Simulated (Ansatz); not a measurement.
# What pressure 1.5 GPa does to PtSe2

The reference is PtSe₂ in the CdI2 type structure (space group P-3m1, No. 164; a = 3.772 Å, c = 4.818 Å; layered).

Now apply this change: a hydrostatic pressure of 1.5 GPa.

Level of theory: Ansatz (a program for electronic structure) PBE-D3(BJ), scalar-relativistic without spin-orbit coupling. Γ-centred 14×14×10 mesh, Fermi–Dirac width 0.05 eV.

```json
[
 {"quantity": "volume per atom", "base": "19.79 Å³", "changed": "19.34 Å³", "shift": "-0.45 Å³"},
 {"quantity": "lattice parameter a", "base": "3.772 Å", "changed": "3.763 Å", "shift": "-0.009 Å"},
 {"quantity": "c/a ratio", "base": "1.277", "changed": "1.257", "shift": "-0.020"},
 {"quantity": "shortest interatomic distance", "base": "2.526 Å", "changed": "2.520 Å", "shift": "-0.006 Å"},
 {"quantity": "enthalpy H = E + PV relative to the base's energy", "base": "–", "changed": "+0.18 eV/atom", "shift": "–"},
 {"quantity": "band gap", "base": "zero", "changed": "zero", "shift": "–"}
]
```

Final structure:

```
PtSe2
1.0
    3.76291     0.00000     0.00000
   -1.88146     3.25878     0.00000
    0.00000     0.00000     4.73146
Pt Se
1 2
Direct
  0.00000   0.00000   0.00000
  0.66667   0.33333   0.26976
  0.33333   0.66667   0.73024
```

Load acts through the strain it causes; cell and atoms are relaxed under it. Stability against distortions was not tested. All final runs are without spin polarisation. The zero or small gap of PtSe2 can change with the level of theory.
